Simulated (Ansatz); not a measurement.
Base system: BN in the zinc blende structure (space group F-43m, No. 216; a = 3.610 Å).

Calculations: Kohn–Sham DFT with the r2SCAN functional, run in Ansatz (an electronic-structure program) with PAW and 500 eV plane waves, spin-orbit coupling left out.

Base values:

| Quantity | Value |
|---|---|
| Shortest interatomic distance | 156.3 pm |
| Band gap | 5.00 eV |
| Hole mass | 0.48, 0.51, 0.51 mₑ (at Γ) |
| Gap character | indirect, Γ → X |

Modification: full substitution B → Ga, then cell and atoms are relaxed.

Question: How does this affect the shortest interatomic distance?

Answer: The shortest interatomic distance increases by 38.5 pm (156.3 pm → 194.8 pm).

Question: What does the calculation give for the band gap after the change?

Answer: The band gap drops by 2.83 eV to 2.17 eV.

Question: What does the calculation give for the hole mass after the change?

Answer: The hole mass (degenerate bands, along [100]) becomes 0.18, 0.86, 0.86 mₑ (at Γ) (base: 0.48, 0.51, 0.51 mₑ (at Γ)).

Question: Estimate the effect on the gap character.

Answer: The gap character becomes direct at Γ (base: indirect, Γ → X).

Masses are band curvatures over ±0.01 Å⁻¹ around the edge. Whether these cells are dynamically stable was not tested. This is not the structure that GaN has at room temperature and ambient pressure.
